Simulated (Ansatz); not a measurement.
Results of PBE0 (plane waves, PAW; Ansatz, a first-principles code) for cubic perovskite KZnF₃.

Settings: plane-wave cutoff 520 eV, 6×6×6 k mesh, scalar-relativistic PAW data made under PBE.

Computed at the level's own relaxed cell.

```
KZnF3
1.0
    4.07616     0.00000     0.00000
    0.00000     4.07616     0.00000
    0.00000     0.00000     4.07616
K Zn F
1 1 3
Direct
  0.00000   0.00000   0.00000
  0.50000   0.50000   0.50000
  0.50000   0.00000   0.50000
  0.00000   0.50000   0.50000
  0.50000   0.50000   0.00000
```

Problem. Give the elastic tensor (Voigt notation, GPa, ions relaxed, in the Cartesian axes of the cell as printed).

Solution. 
```
  131.4    51.1    51.1     0.0     0.0     0.0
   51.1   131.4    51.1     0.0     0.0     0.0
   51.1    51.1   131.4     0.0     0.0     0.0
    0.0     0.0     0.0    35.8     0.0     0.0
    0.0     0.0     0.0     0.0    35.8     0.0
    0.0     0.0     0.0     0.0     0.0    35.8
```

Measured, for comparison: elastic constant C11 134 ± 1 GPa, elastic constant C12 52.7 ± 0.5 GPa, elastic constant C44 38.1 GPa (temperature not stated, no zero-point or thermal correction; as tabulated in Vaitheeswaran et al. (2016), arXiv:1609.00541). Computed (rounded) less measured: elastic constant C11 -2 %, elastic constant C12 -3 %, elastic constant C44 -6 %.

Computed values are for the static lattice.
